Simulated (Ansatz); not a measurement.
# MoSi2: energy against volume

MoSi2 (MoSi2 type, I4/mmm, 13.266 Å³/atom and stress up to 0.01 GPa in the relaxed cell, c along z) under hydrostatic pressure, with the cell free. PBEsol in Ansatz, a plane-wave DFT program (PAW, default set), 420 eV, 20×20×20 Γ-centred mesh, Fermi-Dirac smearing 0.05 eV; ions are relaxed, or left where forces stay under 0.02 eV/Å, within the symmetry of each cell.

Here V stands for volume and E for E less E0.

| volume (Å³/atom) | E less E0 (meV/atom) | pressure (GPa) |
|---|---|---|
| 13.3902 | 0.79 | -2.00 |
| 13.3271 | 0.19 | -1.00 |
| 13.2658 | 0.00 | 0.00 |
| 13.2119 | 0.15 | 0.90 |
| 13.1418 | 0.80 | 2.10 |
| 13.0074 | 3.55 | 4.49 |
| 12.7734 | 13.34 | 8.99 |
| 12.4923 | 34.26 | 14.99 |
| 11.9038 | ? | ? |

Taking the third-order Birch-Murnaghan form, a cubic in V^(-2/3) for E over the 8 complete rows: With u = V^(-2/3) - 0.1802, the rows have u = -0.0028592, -0.0022999, -0.0017523, -0.0012673, -0.0006315, 0.0006033, 0.0028047, 0.0055398. Least squares gives E = 1.962 + 2246.5·u + 643798·u² + 559582·u³. Residuals (row less fit): 0.001, -0.004, 0.001, 0.002, 0.000, -0.002, 0.001, 0.000; standard error 0.002 (degrees of freedom: 4). Its minimum lies at u = -0.0017487, so V0 = (0.1784513)^(-3/2) = 13.27. There d²E/du² = 1282000 and d³E/du³ = 3357000, so B0 = (4/9) × 13.27^(-7/3) × 1282000 × 0.160218 = 219 GPa (the last factor turns the table's units into GPa), and B0' = 4 + (2/3) × 0.1784513 × (3357000)/1282000 = 4.3. B0' rests on the cubic coefficient alone and has a standard error of 0.1 from these residuals.

Task: Estimate the missing E (V = 11.9038); what did the run itself give?

Result: u = 0.0116122, so E = 1.962 + 2246.5 × 0.0116122 + 643798 × 0.0116122² + 559582 × 0.0116122³ = 115.737 meV/atom. The calculation gives 115.73 meV/atom, 0.007 meV/atom below the prediction (0.0 % of the range of E in the table). The row lies outside the fitted rows, so this is an extrapolation. The scatter of the fitted rows lies at the last printed digit.

In a metal these values are sensitive to mesh and smearing; energies are taken to zero smearing, stresses follow the free energy. Other structures, which can take over under pressure, weren't tried. The same form fitted to the pressure column gives B0' = 4.3; series where the two differ by over 0.4 aren't shown. Rows are the converged runs of the series near zero and its far end, less any whose ions stayed unrelaxed beside relaxed ones; series whose fitted rows scatter by over a few per cent of the range, as at a crossing or softening among them, aren't shown in this form.
